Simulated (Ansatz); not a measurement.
## A computed series for BaTiO3: alloy series

Take BaTiO3 in the cubic perovskite structure (space group Pm-3m, No. 221; a = 3.994 Å) as the base.

The other end (x = 1) is SrTiO$_{3}$ in the cubic perovskite structure (space group Pm-3m, No. 221): 11.93 Å³/atom, gap 2.26 eV.

Sr replaces a fraction x of Ba; each row is one arrangement (x, atoms in the cell, starting space group or random), fully relaxed.

Computed with Ansatz (a program for electronic structure) r2SCAN, no spin-orbit coupling.

Notes on the quantities. gap character: in this cell's own zone, which can be folded; deviation of the volume from the linear: Vegard-type) interpolation.

```csv
change,mixing energy,density,gap character,deviation of the volume from the linear
base,–,6.08 g/cm³,–,–
"x(Sr) = 0.5, 10 atoms, P4/mmm (arrangement A)",+1 meV/atom,5.61 g/cm³,"indirect, M → Γ",0.0 %
"x(Sr) = 0.5, 10 atoms, P4/mmm (arrangement B)",+4 meV/atom,5.61 g/cm³,"indirect, Z → Γ",0.0 %
"x(Sr) = 0.5, 10 atoms, Fm-3m",+8 meV/atom,5.60 g/cm³,…,…
```

Problem. Fill in the withheld entries from the trend.

Solution. 
- x(Sr) = 0.5, 10 atoms, Fm-3m, gap character: direct at Γ
- x(Sr) = 0.5, 10 atoms, Fm-3m, deviation of the volume from the linear: +0.1 %

Each cell is one ordered arrangement of few atoms, which overstates ordering effects compared with a random alloy. Stability against distortions was not tested. The final runs are not spin-polarised. Many cubic perovskites are stable only at high temperature; tilts and polar distortions were not tested. This is not the structure that BaTiO3 has at room temperature and ambient pressure. Labels are those of the standard path for the cell's own space group.
